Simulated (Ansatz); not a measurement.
Results of r²SCAN+rVV10 (Ansatz, an electronic-structure program, plane waves, PAW) for MnCl2 (R-3m, No. 166).

Settings: plane-wave cutoff 560 eV, 10×10×10 k mesh, Fermi–Dirac smearing 0.01 eV, spin-polarised start, scalar-relativistic PAW data made under PBE.

Cell (relaxed at this level):

```cif
data_Cl6Mn3
_chemical_formula_sum 'Mn3 Cl6'
_space_group_name_H-M_alt 'R-3m :H'
_space_group_IT_number 166
_space_group_name_Hall '-R 3 2"'
_cell_length_a 3.67035
_cell_length_b 3.67035
_cell_length_c 17.44013
_cell_angle_alpha 90.000
_cell_angle_beta 90.000
_cell_angle_gamma 120.000
loop_
_atom_site_label
_atom_site_type_symbol
_atom_site_symmetry_multiplicity
_atom_site_Wyckoff_symbol
_atom_site_fract_x
_atom_site_fract_y
_atom_site_fract_z
_atom_site_occupancy
Mn1 Mn 3 a 0.00000 0.00000 0.00000 1
Cl1 Cl 6 c 0.00000 0.00000 0.25377 1
```
(The calculation used a cell of 3 atoms; values per cell refer to that cell.)

What does this level give for the band gap, smallest direct gap on the k points sampled and direct gap at Γ?


* **band gap**: 2.72 eV (indirect)
* **smallest direct gap on the k points sampled**: 2.77 eV
* **direct gap at Γ**: 3.31 eV

Note: the magnetic order was assumed, not searched for or taken from measurement.

Computing time: around 80 core-seconds (rough).
